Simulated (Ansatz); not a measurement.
Base system: BiF₃ in the ReO3 type structure (space group Pm-3m, No. 221; a = 4.568 Å; a hypothetical phase, not in the database extracts checked).

(Cell as relaxed with PBE.)

Levels (all Ansatz, an electronic-structure program, PAW): PBE (420 eV, no SOC); r2SCAN (500 eV, no spin-orbit coupling).

Each level relaxes its own structure.

```csv
base,PBE,r2SCAN
volume per atom,23.82 Å³,23.19 Å³
lattice parameter a,4.568 Å,4.526 Å
band gap,3.13 eV,3.55 eV
```

Perturbation: Tl takes the place of Bi on all its sites; the structure is relaxed again.

```json
[
 {"quantity": "electron mass", "PBE": "0.25 mₑ (at Γ)", "r2SCAN": "0.29 mₑ (at Γ)"},
 {"quantity": "band gap", "PBE": "0.71 eV", "r2SCAN": "1.43 eV"},
 {"quantity": "shortest interatomic distance", "PBE": "2.183 Å", "r2SCAN": "2.154 Å"},
 {"quantity": "shift of the gap caused by the change", "PBE": "-2.42 eV", "r2SCAN": "-2.12 eV"},
 {"quantity": "smallest direct gap", "PBE": "1.56 eV", "r2SCAN": "2.67 eV"}
]
```

PBE's band gap lies 0.72 eV below r2SCAN's; PBE's shortest interatomic distance lies 0.029 Å above r2SCAN's (1.3 %); PBE's shift of the gap caused by the change lies 0.305 eV below r2SCAN's; PBE's smallest direct gap lies 1.11 eV below r2SCAN's. Neither level is exact; r2SCAN is the comparison here, not a measurement.

Spin-orbit coupling, missing from the scalar runs, can matter with Bi and Tl. Effective masses come from finite differences of ±0.01 Å⁻¹. No phonon test of stability was made. As relaxed here, TlF3 is a hypothetical phase, not in the database extracts checked.
